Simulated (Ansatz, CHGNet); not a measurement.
For SiGe (model structure, started from the WC type, P-6m2, No. 187, 2 atoms in the cell), the machine-learned potential CHGNet-r²SCAN (trained on r²SCAN data) gives:

```
Property              Result
-------------------  -------
lattice parameter a  3.492 Å
lattice parameter c  3.276 Å
```

Problem. What does r²SCAN+rVV10 (Ansatz, a quantum-chemistry and plane-wave program, PAW) give for the same quantities?

Solution. 
- lattice constant a: 3.627 Å (grows by 3.9 %)
- lattice parameter c: 3.150 Å (drops by 3.8 %)

Changes are worked out from the printed values.

Unless a cell is named, each level is at its own relaxed cell (CHGNet-r²SCAN 17.29, r²SCAN+rVV10 17.95 Å³/atom).

Ansatz's density-functional and Hartree–Fock values are scalar-relativistic unless marked +SOC, with PAW data made under PBE.

A model structure was made by putting elements into a prototype or built by hand; it is no filed structure, need not be a known phase, and can be a saddle point held by its symmetry.
